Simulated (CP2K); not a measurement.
Band structure of MgCd3 (P-6m2, 4 atoms in the cell).

```yaml
crystal:
  lattice:
    - [3.13458, 0.00000, 0.00000]
    - [-1.56729, 2.71463, 0.00000]
    - [0.00000, 0.00000, 10.03841]
  atoms:
    - { symbol: Mg, position: [0.00000, 0.00000, 0.50000] }
    - { symbol: Cd, position: [0.00000, 0.00000, 0.00000] }
    - { symbol: Cd, position: [0.66667, 0.33333, 0.74779] }
    - { symbol: Cd, position: [0.66667, 0.33333, 0.25221] }
```

Method of the run: PBEsol, GPW, DZVP-MOLOPT-SR-GTH basis, GTH-PBE potentials (GTH_POTENTIALS) in CP2K.

Settings: CUTOFF = 1000 Ry; REL_CUTOFF = 50 Ry; SMEAR/METHOD = GAUSSIAN; SIGMA = 0.05 eV; KPOINTS/SCHEME = MACDONALD 10 10 3 0.05 0.05 0; XC_FUNCTIONAL = PBE:PBESOL; Mg/BASIS_SET = DZVP-MOLOPT-SR-GTH; Mg/POTENTIAL = GTH-PBE-q10; Cd/BASIS_SET = DZVP-MOLOPT-SR-GTH; Cd/POTENTIAL = GTH-PBE-q12; METHOD = GPW; EPS_DEFAULT = 1e-11; EXTRAPOLATION = USE_GUESS; NGRIDS = 5.

The starting cell comes from a database of computed structures (which also holds hypothetical and non-ambient phases and stackings), without a prior relaxation at this level. Values carry the incompleteness of an atom-centred basis. The potentials were made for another functional than the one used.

Levels in eV from the Fermi level, bands 20 to 25:
| point | 20 | 21 | 22 | 23 | 24 | 25 |
|---|---|---|---|---|---|---|
| Γ | -8.52 | -7.26 | -6.73 | -2.42 | -1.17 | 6.34 |
| M | -2.95 | -2.70 | -1.89 | -1.80 | -0.82 | -0.13 |
| K | -1.30 | -0.89 | -0.63 | 0.02 | 0.33 | 0.43 |
| A | -8.52 | -8.10 | -4.96 | -4.70 | 1.85 | 2.14 |
| L | -2.65 | -2.48 | -2.46 | -2.34 | 0.31 | 0.99 |
| H | -1.06 | -0.80 | -0.69 | -0.22 | -0.21 | -0.05 |

Bands cross the Fermi level along this path, so the cell is metallic at this level.

Higher empty bands are left out: an atom-centred basis made for the valence describes them poorly.
